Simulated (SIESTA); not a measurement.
SIESTA run on BiPd (Cmc2_1, 16 atoms in the cell): self-consistent single point.

Level of theory: SIESTA with LDA PW92, numerical atomic orbitals DZP, PseudoDojo LDA standard norm-conserving potentials (rewritten from UPF to PSML).

```yaml
crystal:
  lattice:
    - [4.35350, -3.60150, 0.00000]
    - [4.35350, 3.60150, 0.00000]
    - [0.00000, 0.00000, 10.66200]
  atoms:
    - { symbol: Pd, position: [0.89200, 0.10800, 0.27500] }
    - { symbol: Pd, position: [0.10800, 0.89200, 0.77500] }
    - { symbol: Pd, position: [0.35000, 0.65000, 0.27500] }
    - { symbol: Pd, position: [0.65000, 0.35000, 0.77500] }
    - { symbol: Pd, position: [0.14900, 0.39900, 0.44700] }
    - { symbol: Pd, position: [0.85100, 0.60100, 0.94700] }
    - { symbol: Pd, position: [0.60100, 0.85100, 0.44700] }
    - { symbol: Pd, position: [0.39900, 0.14900, 0.94700] }
    - { symbol: Bi, position: [0.89200, 0.10800, 0.00000] }
    - { symbol: Bi, position: [0.10800, 0.89200, 0.50000] }
    - { symbol: Bi, position: [0.35000, 0.65000, 0.00000] }
    - { symbol: Bi, position: [0.65000, 0.35000, 0.50000] }
    - { symbol: Bi, position: [0.14900, 0.39900, 0.72200] }
    - { symbol: Bi, position: [0.85100, 0.60100, 0.22200] }
    - { symbol: Bi, position: [0.60100, 0.85100, 0.72200] }
    - { symbol: Bi, position: [0.39900, 0.14900, 0.22200] }
```

Reference input (self-consistent single point, DFT, LDA PW92, numerical atomic orbitals DZP, PseudoDojo LDA standard norm-conserving potentials (rewritten from UPF to PSML)): XC.functional = LDA; XC.authors = PW92; potentials = PseudoDojo LDA standard; PAO.BasisSize = DZP; PAO.EnergyShift = 0.01 Ry; MeshCutoff = 300 Ry; kgrid.MonkhorstPack = 5 5 3; OccupationFunction = MP; OccupationMPOrder = 0; ElectronicTemperature = 0.1 eV; MaxSCFIterations = 150; SCF.Mixer.Method = Pulay. This run's input differs from it in these lines:

```diff
@@ -40,2 +40,3 @@
 PAO.EnergyShift              0.01 Ry
+PAO.BasisType                splitgauss
 MeshCutoff                   300 Ry
```

The program printed (abridged):

```
        iscf     Eharris(eV)        E_KS(eV)     FreeEng(eV)     dDmax    Ef(eV) dHmax(eV)
   scf:    1   -47087.141484   -47140.960227   -47140.982118  0.710598 -4.145798  5.509851
   scf:    2   -47147.445625   -47144.984806   -47145.006564  0.074375 -4.105638  3.183747
   scf:    3   -47146.213714   -47145.704127   -47145.726819  0.039928 -4.139683  1.710228
   scf:    4   -47146.209145   -47145.988096   -47146.010859  0.036866 -4.243650  0.387812
   scf:    5   -47146.013743   -47146.003215   -47146.026061  0.009675 -4.269615  0.042095
   scf:    6   -47146.004166   -47146.003856   -47146.026673  0.001228 -4.272405  0.017930
   scf:    7   -47146.003904   -47146.003891   -47146.026696  0.000279 -4.273224  0.008098
   scf:    8   -47146.003897   -47146.003898   -47146.026713  0.000348 -4.273575  0.002849
   scf:    9   -47146.003899   -47146.003899   -47146.026714  0.000058 -4.273812  0.001243
   scf:   10   -47146.003899   -47146.003899   -47146.026714  0.000026 -4.273925  0.000693
   scf:   11   -47146.003899   -47146.003899   -47146.026714  0.000010 -4.273971  0.000611
   scf:   12   -47146.003899   -47146.003899   -47146.026715  0.000009 -4.274010  0.000142
SCF Convergence by DM+H criterion
max |DM_out - DM_in|         :     0.0000093261
max |H_out - H_in|      (eV) :     0.0001418988
SCF cycle converged after 12 iterations

Using DM_out to compute the final energy and forces

siesta: E_KS(eV) =           -47146.0039

siesta: E_KS - E_eggbox =    -47146.0039

siesta: Atomic forces (eV/Ang):
     1   -0.000000   -0.595673    0.206931
     2    0.000000    0.595672    0.206931
     3   -0.000000    0.556132   -0.283672
     4    0.000000   -0.556131   -0.283670
     5   -0.828264   -0.115222   -0.110649
     6    0.828264    0.115222   -0.110650
     7    0.828264   -0.115222   -0.110649
     8   -0.828264    0.115222   -0.110650
     9    0.000000    0.271691    0.195482
    10   -0.000000   -0.271691    0.195484
    11    0.000000   -0.455610    0.283038
   [... lines left out ...]
siesta: FreeEng =    -47146.026715
   [... lines left out ...]
siesta:     0.024514   -0.000000    0.000000
siesta:    -0.000000    0.015619    0.000000
siesta:    -0.000000    0.000000    0.031634

siesta: Cell volume =        334.341773 Ang**3

siesta: Pressure (static):
siesta:                Solid            Molecule  Units
siesta:          -0.00026055         -0.00034931  Ry/Bohr**3
siesta:          -0.02392250         -0.03207241  eV/Ang**3
siesta:         -38.32807258        -51.38566903  kBar
```

The run converged in 12 iterations. Against the reference run the free energy goes up by 157 meV/atom, the pressure goes from -2.79 to -3.83 GPa and the largest force goes from 0.832 to 0.844 eV/Å.

The starting cell comes from a database of published, mostly measured structures (it also holds non-ambient and calculated ones), without a prior relaxation at this level. Spin polarisation is off. Values carry the incompleteness of an atom-centred basis.

Cost on one core of a shared machine: roughly 3 min.
